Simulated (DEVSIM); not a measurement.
Structure: Ge p-i-n diode, at 350 K.

| layer (left to right) | material | thickness (μm) | Nd (cm⁻³) | Na (cm⁻³) | τn (s) | τp (s) |
|---|---|---|---|---|---|---|
| 1 | Ge | 0.250 | - | 3.7e17 | 1.1e-6 | 1.1e-6 |
| 2 | Ge | 0.450 | 1e12 | - | 1.1e-6 | 1.1e-6 |
| 3 | Ge | 0.800 | 2.5e18 | - | 1.1e-6 | 1.1e-6 |

Left contact: ohmic. Right contact: ohmic. Voltage is applied to the left contact. Recombination: SRH at mid-gap, radiative, Auger. Mobility is μmin + (μ − μmin)/(1 + (N/Nref)^α).

Constants are typed, rounded textbook-type inputs, not results; the design itself was drawn at random and stands for no fabricated device. Values at 300 K; Nc and Nv go as T^1.5, mobilities as T to minus their exponent, the gap by Varshni's rule with the affinity fixed.

| parameter | Ge |
|---|---|
| gap (eV) | 0.664 |
| affinity (eV) | 4 |
| permittivity | 16 |
| Nc (cm⁻³) | 1.04e19 |
| Nv (cm⁻³) | 6e18 |
| μn (cm²/Vs) | 3900 |
| μp (cm²/Vs) | 1900 |
| μn,min | 150 |
| μp,min | 100 |
| Nref,n | 2.6e17 |
| Nref,p | 4e17 |
| αn | 0.56 |
| αp | 0.6 |
| T exponent of μn | 1.66 |
| T exponent of μp | 2.33 |
| B (cm³/s) | 6.4e-14 |
| Cn (cm⁶/s) | 1e-31 |
| Cp (cm⁶/s) | 1e-31 |
| Varshni α (eV/K) | 0.000477 |
| Varshni β (K) | 235 |

Model (solved in DEVSIM): 1D drift-diffusion, Boltzmann statistics, complete ionisation; no tunnelling, impact ionisation, image-force lowering or self-heating.

Q: Give the dark reverse current.

A: 
```csv
V (V),J (A/cm²)
-0.10,-0.039
-0.25,-0.041
-0.50,-0.041
-0.75,-0.042
-1.00,-0.042
-1.50,-0.042
```
